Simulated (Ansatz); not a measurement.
# What uniaxial strain ε_zz = +2.00 % does to Ru

The parent structure is Ru in the hcp (Mg type) structure (space group P6_3/mmc, No. 194; a = 2.704 Å, c = 4.263 Å; relaxed with 0.1 eV smearing). Axes: x lies along a and z along c of the hexagonal cell.

Modification: the cell is stretched by 2.00 % along z with no lateral relaxation, atoms relaxed at fixed cell.

All numbers come from r2SCAN (Ansatz, a quantum-chemistry and plane-wave program; PAW; 500 eV plane waves; no spin-orbit coupling). Settings: 24×24×14 k-points, 0.1 eV Fermi–Dirac smearing.

```tsv
quantity	base	changed	shift
volume per atom	13.50 Å³	13.77 Å³	+0.27 Å³
space group	P6_3/mmc (No. 194)	P6_3/mmc (No. 194)	–
shortest interatomic distance	264.2 pm	267.7 pm	+3.5 pm
energy relative to the base (free energy F)	0 meV/atom	+11 meV/atom	+11 meV/atom
pressure (mean of the normal stresses, compression positive)	0.0 GPa	-6.5 GPa	-6.5 GPa
band gap	zero	zero	–
stress (xx, yy, zz, yz, xz, xy; compression positive)	–	(-3.4, -3.4, -12.7, 0.0, 0.0, 0.0) GPa	–
```

Final structure:

```
CELL_PARAMETERS angstrom
      2.70429     0.00000     0.00000
     -1.35214     2.34198     0.00000
      0.00000     0.00000     4.34817
ATOMIC_POSITIONS crystal
  Ru 0.66667 0.33333 0.75000
  Ru 0.33333 0.66667 0.25000
```

No phonon test of stability was made. The final runs are not spin-polarised.
